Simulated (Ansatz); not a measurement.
Ni on the 1x1 (111) surface of fcc Al, one in a 2x2 cell, energies for each (28.3 Å²). Energies are against an atom of fcc Ni, ferromagnetic, without zero-point or thermal terms; each row is named by its start.

Method: PBE (plane waves to 420 eV, PAW; Ansatz, a first-principles code).

Set-up: 17 atoms, 7.0 Å thick at the start under the adsorbate (thin: gaps and levels are the slab's own); mesh 6x6x1; 0.1 eV smearing; dipole correction on; 8 atoms held, the rest relaxed; each run with such symmetry as its start has; spin-polarised, no spin-orbit, no U, no dispersion correction.

A negative adsorption energy means that the adsorbate is more stable on the surface than in its reference. Heights count from the host atoms within 0.3 Å of the top one.

```json
[
 {"starting site": "top Al (the adsorbate rearranged the host)", "E_ads (eV)": "1.62", "height (Å)": "0.64", "nearest host atom (Å)": "Al 2.16", "bonded to": "Al", "Δ work function (eV)": "0.22", "lateral drift (Å)": "0.0", "moment (μB)": "0.0"},
 {"starting site": "hollow Al-Al-Al over Al at depth 2.3 Å", "E_ads (eV)": "0.66", "height (Å)": "1.49", "nearest host atom (Å)": "Al 2.28", "bonded to": "3 Al", "Δ work function (eV)": "-0.12", "lateral drift (Å)": "0.0", "moment (μB)": "0.0"},
 {"starting site": "hollow Al-Al-Al over Al at depth 4.6 Å", "E_ads (eV)": "0.67", "height (Å)": "1.53", "nearest host atom (Å)": "Al 2.30", "bonded to": "3 Al", "Δ work function (eV)": "-0.17", "lateral drift (Å)": "0.0", "moment (μB)": "0.0"},
 {"starting site": "bridge Al-Al (span 2.9 Å)", "E_ads (eV)": "0.66", "height (Å)": "1.13", "nearest host atom (Å)": "Al 2.24", "bonded to": "4 Al", "Δ work function (eV)": "0.00", "lateral drift (Å)": "0.2", "moment (μB)": "0.0"}
]
```
